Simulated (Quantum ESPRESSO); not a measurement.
Quantum ESPRESSO is run on Sr₂Mg (Immm, 3 atoms in the cell), and the run fails. The aim is a self-consistent single point with DFT, LDA (PZ), plane waves, GBRV 1.5 ultrasoft (LDA) pseudopotentials.

Cell that was meant: a = 7.9764 Å, b = 7.9764 Å, c = 7.9764 Å, α = 150.73°, β = 148.98°, γ = 43.17°.

Part of the input:

```fortran
 degauss = 0.0036749,
/
&ELECTRONS
 conv_th = 1.0d-8,
/
ATOMIC_SPECIES
Sr    87.6200  sr_lda_v1.uspp.F.UPF
```

The program printed (abridged):

```
     This program is part of the open-source Quantum ESPRESSO suite
     for quantum simulation of materials; please cite

 %%%%%%%%%%%%%%%%%%%%%%%%%%%%%%%%%%%%%%%%%%%%%%%%%%%%%%%%%%%%%%%%%%%%%%%%%%%%%%
     Error in routine  read_namelists (1):
      bad line in namelist &electrons: " conv_th = 1.0d-8," (error could be in the previous line)
 %%%%%%%%%%%%%%%%%%%%%%%%%%%%%%%%%%%%%%%%%%%%%%%%%%%%%%%%%%%%%%%%%%%%%%%%%%%%%%

     stopping ...
```

Q: From the messages shown, name the fault and mend the input.

A: The fault is a keyword that the program does not know. The program does not know a key of this name. To fix it, use the program's own name for the key. The program stopped before any SCF iteration.

The sound input it was made from differs as follows (other fixes are possible):
```diff
- conv_th = 1.0d-8,
+ conv_thr = 1.0d-8,
```

With that input, the run converged in 8 iterations: free energy E − TS -3612.0987 eV; Fermi level (on the code's own zero) 5.08 eV; pressure -1.56 GPa; largest force (vector length) 0.083 eV/Å (DFT, LDA (PZ), plane waves, GBRV 1.5 ultrasoft (LDA) pseudopotentials).

On the sound input: the starting cell comes from a database of computed structures (which also holds hypothetical and non-ambient phases and stackings), without a prior relaxation at this level.
